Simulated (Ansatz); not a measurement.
Pt3Sn (Pm-3m, No. 221, 4 atoms in the cell; start mp-20971), treated with LDA (plane waves, PAW; Ansatz, a program for electronic structure).

Run with plane-wave cutoff 520 eV, 14×14×14 k mesh, Fermi–Dirac smearing 0.05 eV, scalar-relativistic PAW data made under PBE.

Cell (relaxed at this level):

```yaml
crystal:
  lattice:
    - [3.97975, 0.00000, 0.00000]
    - [0.00000, 3.97975, 0.00000]
    - [0.00000, 0.00000, 3.97975]
  atoms:
    - { symbol: Sn, position: [0.00000, 0.00000, 0.00000] }
    - { symbol: Pt, position: [0.50000, 0.50000, 0.00000] }
    - { symbol: Pt, position: [0.00000, 0.50000, 0.50000] }
    - { symbol: Pt, position: [0.50000, 0.00000, 0.50000] }
```

Task: Estimate the bulk modulus that the calculation returns.

Result: 
- bulk modulus = 246 GPa

The run finds no gap.

Note: the bulk modulus is −V dP/dV from two relaxed cells at ±2 % in volume; the relaxation could not lower the start's symmetry, so the cell can be a saddle point above a distorted one.

Spin–orbit coupling is not included.

Static lattice: no zero-point or thermal effects.

A start named mp-… is a Materials Project structure, which need not be a measured phase.
